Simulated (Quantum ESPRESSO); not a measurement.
Worked example: self-consistent single point of Mg2Sn (P6_3/mmc, 6 atoms in the cell) in Quantum ESPRESSO.

Computed with PBEsol, GBRV 1.5 ultrasoft (PBESOL) pseudopotentials (plane waves; Quantum ESPRESSO 7.5).

The change in words: lattice scaled by 0.98. Reference geometry:
```
Mg2Sn
1.0
    5.05842     0.00000     0.00000
   -2.52921     4.38072     0.00000
    0.00000     0.00000     6.27391
Mg Sn
4 2
Direct
  0.00000   0.00000   0.00000
  0.00000   0.00000   0.50000
  0.66667   0.33333   0.25000
  0.33333   0.66667   0.75000
  0.66667   0.33333   0.75000
  0.33333   0.66667   0.25000
```

Reference input (self-consistent single point, DFT, PBEsol, plane waves, GBRV 1.5 ultrasoft (PBESOL) pseudopotentials): ecutwfc = 40 Ry; ecutrho = 200 Ry; occupations = smearing; smearing = gauss; degauss = 0.0073499 Ry; potentials = {Mg: mg_pbesol_v1.4.uspp.F.UPF, Sn: sn_pbesol_v1.4.uspp.F.UPF}; K_POINTS = automatic 5 5 4 0 0 0; conv_thr = 1e-10 Ry. This run's input differs from it in these lines:

```diff
@@ -26,7 +26,7 @@
 Mg    0.0000000000    0.0000000000    0.0000000000
-Mg    0.0000000000    0.0000000000    3.1369550000
-Mg    2.5292099356    1.4602400372    1.5684775000
-Mg    0.0000000000    2.9204800743    4.7054325000
-Sn    2.5292099356    1.4602400372    4.7054325000
-Sn    0.0000000000    2.9204800743    1.5684775000
+Mg    0.0000000000    0.0000000000    3.0742160000
+Mg    2.4786259524    1.4310353608    1.5371080000
+Mg    0.0000000000    2.8620707216    4.6113240000
+Sn    2.4786259524    1.4310353608    4.6113240000
+Sn    0.0000000000    2.8620707216    1.5371080000
 K_POINTS {automatic}
@@ -34,5 +34,5 @@
 CELL_PARAMETERS {angstrom}
-   5.0584198712     0.0000000000     0.0000000000
-  -2.5292099356     4.3807201115     0.0000000000
-   0.0000000000     0.0000000000     6.2739100000
+   4.9572519048     0.0000000000     0.0000000000
+  -2.4786259524     4.2931060825     0.0000000000
+   0.0000000000     0.0000000000     6.1484320000
```

Log, with long lists cut:

```
     Self-consistent Calculation

     iteration #  1     ecut=    40.00 Ry     beta= 0.70

     total energy              =    -817.72047005 Ry
     estimated scf accuracy    <       2.32538619 Ry

     iteration #  2     ecut=    40.00 Ry     beta= 0.70

     total energy              =    -818.33153063 Ry
     estimated scf accuracy    <       0.11819979 Ry

     iteration #  3     ecut=    40.00 Ry     beta= 0.70

     total energy              =    -818.34783277 Ry
     estimated scf accuracy    <       0.00724226 Ry

   [... 4 blocks of this kind left out ...]

     iteration #  8     ecut=    40.00 Ry     beta= 0.70

     total energy              =    -818.34914878 Ry
     estimated scf accuracy    <          2.2E-09 Ry

     iteration #  9     ecut=    40.00 Ry     beta= 0.70
     End of self-consistent calculation

     the Fermi energy is     8.7282 ev

!    total energy              =    -818.34914878 Ry
     estimated scf accuracy    <          3.7E-11 Ry
     smearing contrib. (-TS)   =      -0.00086405 Ry
     internal energy E=F+TS    =    -818.34828473 Ry

     convergence has been achieved in   9 iterations

     Forces acting on atoms (cartesian axes, Ry/au):

     atom    1 type  1   force =     0.00000000   -0.00000000    0.00000000
   [... zero for the other atoms too ...]

     Total force =     0.000000     Total SCF correction =     0.000000

          total   stress  (Ry/bohr**3)                   (kbar)     P=       15.60
   0.00008544  -0.00000000   0.00000000           12.57       -0.00        0.00
  -0.00000000   0.00008544   0.00000000           -0.00       12.57        0.00
   0.00000000   0.00000000   0.00014735            0.00        0.00       21.68

   JOB DONE.
```

The run converged in 9 iterations. Against the reference run the free energy hardly moves (within 1 meV/atom) and the pressure goes from -1.29 to 1.56 GPa.

The starting cell comes from a database of computed structures (which also holds hypothetical and non-ambient phases and stackings), without a prior relaxation at this level. For this run, on top of that: lattice scaled by 0.98.
